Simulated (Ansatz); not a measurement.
Start from SiC in the wurtzite structure (space group P6_3mc, No. 186; a = 3.076 Å, c = 5.048 Å).

Now apply this change: the cell is scaled by 1.0112 in all directions; the atoms relax in the strained cell.

Levels (all Ansatz, a quantum-chemistry and plane-wave program, PAW): PBEsol (420 eV, no spin-orbit coupling); r2SCAN (500 eV, without spin-orbit coupling); HSE06 (420 eV, spin-orbit coupling left out).

At the geometry relaxed with PBEsol, these levels gave the following band gaps, in shuffled order: (a) 3.21 eV, (b) 2.18 eV, (c) 2.70 eV.

Q: Match each gap to its level.

A: (a) HSE06; (b) PBEsol; (c) r2SCAN.

Single points use the geometry relaxed with PBEsol. HSE06 gaps are upper bounds (no full band path). Stability against distortions was not tested.
